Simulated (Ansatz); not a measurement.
Ansatz (a quantum-chemistry and plane-wave program) run on Au (Fm-3m, 1 atom in the cell): self-consistent single point.

Method of the run: PBEsol, harder PAW files (source: ansatz) made with PBE (plane waves; Ansatz).

```
CELL_PARAMETERS angstrom
      0.00000     2.03388     2.03388
      2.03388     0.00000     2.03388
      2.03388     2.03388     0.00000
ATOMIC_POSITIONS crystal
  Au 0.00000 0.00000 0.00000
```

Reference input (self-consistent single point, DFT, PBEsol, plane waves, default PAW files made with PBE): basis.ecutwfc = 420 eV; kpoints.mp_grid.grid = 14 14 14; hamiltonian.xc = pbesol; hamiltonian.pseudopotentials = {kind: paw} (the program's default PAW files); scf.occupations.method = fermi_dirac; scf.occupations.width = 0.1 eV. This run's input differs from it in these lines:

Ansatz 0.2 input:
```diff
@@ -8,3 +8,3 @@
 basis:
-  ecutwfc: 420.0 eV
+  ecutwfc: 925.0 eV
 kpoints:
@@ -16,2 +16,3 @@
     kind: paw
+    source: ansatz
 scf:
```

Output, abridged:

```
SCF iter   1: F=—  HF=-13038.057514 eV  |F-HF|=—  |Δ(HF+E_count)|=         —  Δρ=7.54e-2  dr2=9.79e-1  ethr=3.10e-3  ⟨swp⟩=5.9  Hψ=7305  notcnv=0
all-band conjugate gradients solve this SCF's bands
preconditioner: auto → none
SCF iter   2: F=—  HF=-13037.794749 eV  |F-HF|=—  |Δ(HF+E_count)|=   2.63e-1  Δρ=3.32e-2  dr2=1.75e-1  ethr=3.10e-3  ⟨swp⟩=2.1  Hψ=2769  notcnv=0  defer=12
SCF iter   3: F=—  HF=-13037.743031 eV  |F-HF|=—  |Δ(HF+E_count)|=   5.17e-2  Δρ=5.21e-3  dr2=2.96e-3  ethr=9.23e-4  ⟨swp⟩=2.2  Hψ=2339  notcnv=0  defer=12
SCF iter   4: F=—  HF=-13037.742725 eV  |F-HF|=—  |Δ(HF+E_count)|=   3.06e-4  Δρ=8.42e-4  dr2=4.67e-5  ethr=1.56e-5  ⟨swp⟩=2.1  Hψ=2217  notcnv=0  defer=12
SCF iter   5: F=—  HF=-13037.742727 eV  |F-HF|=—  |Δ(HF+E_count)|=   1.85e-6  Δρ=4.76e-5  dr2=7.47e-8  ethr=5.26e-10  ⟨swp⟩=7.7  Hψ=10125  notcnv=0
SCF iter   6: F=-13037.742727 eV  HF=-13037.742727 eV  |F-HF|=1.11e-9  |Δ(HF+E_count)|=   4.46e-9  Δρ=4.39e-6  dr2=1.34e-9  ethr=3.93e-10  ⟨swp⟩=3.2  Hψ=5978  notcnv=0
SCF 1 converged in 6 iterations: F = -13037.742727 eV  dr2 = 1.34e-9
Free energy (F): -13037.742727 eV
Internal energy: -13037.732217 eV  (E = F + TS)
E sigma→0 (E₀):  -13037.737472 eV
Entropy (-TS):   -0.010510 eV (-10.510 meV/atom)
Fermi energy:    20.871182 eV
--- Forces (eV/Å), atoms counted from 1 ---
  atom   1  Au     0.00000000     0.00000000     0.00000000
--- Stress (GPa, compression-positive) ---
        2.096007      -0.000000      -0.000000
       -0.000000       2.096007       0.000000
       -0.000000      -0.000000       2.096007
  P = ⅓ Tr σ = 2.0960 GPa (20.960 kbar)
  The stress holds the Pulay correction. Without it, at fixed plane waves, as pw.x and ABINIT print it: P = 2.0919 GPa
```

The run converged in 6 iterations. Against the reference run the pressure hardly changes (2.04 to 2.10 GPa).

The starting cell has typed, rounded lattice constants, without a prior relaxation at this level. Its lattice was rescaled by up to half a per cent. Ansatz's pressure includes its estimate of the finite-basis (Pulay) stress.
